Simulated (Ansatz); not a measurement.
Start from VN in the rock salt structure (space group Fm-3m, No. 225; a = 4.117 Å).

All numbers come from DFT with PBE, PAW potentials and a 420 eV plane-wave cutoff in Ansatz (a program for electronic structure), scalar-relativistic without spin-orbit coupling, earlier PAW set.

Base values:

| Quantity | Result |
|---|---|
| Lattice parameter a | 4.117 Å |

The change: every V is replaced by Be; the structure is relaxed again.

### Question
How does this affect the lattice parameter a?

### Answer
The lattice parameter a decreases by 0.392 Å, from 4.117 Å to 3.725 Å.

Whether these cells are dynamically stable was not tested. As relaxed here, BeN is a hypothetical phase, not in the database extracts checked. Starting moments died away, wholly or in part, for the base; another magnetic solution may exist. The final runs are not spin-polarised. An odd electron count without spin: BeN.
